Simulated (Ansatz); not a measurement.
LiAgF₄ (C2/c), PBEsol, rigid bands (Ansatz, a program for electronic structure): N_c = 8.89e20 cm⁻³ at 300 K and an electron conductivity mass of 7.68 mₑ along y (a = (5.44, -3.00, -0.02) Å; b = (5.44, 3.00, -0.02) Å; c = (-1.89, 0.00, 4.51) Å).

Question: For 1e17 electrons per cm³ at 300 K, place the Fermi level, estimate the Seebeck coefficient of a parabolic band with constant τ, and give mobility and conductivity for τ = 5 fs.

Answer: The level lies k_BT ln(N_c/n) = 0.235 eV below the conduction-band minimum. S ≈ −(k_B/e)[ln(N_c/n) + 5/2] = -999 μV/K, against -1001 μV/K from the full bands (mean over directions). μ = eτ/m = 1.15 cm²/(V·s) and σ = neμ = 0.0183 S/cm. τ is assumed, not computed.

Band transport and this doping are assumed; polarons and phonon drag are left out. Spin-orbit coupling is left out.

Computed structure with no diffraction record at hand here (it may be known, metastable or hypothetical): LiAgF4 (C2/c).
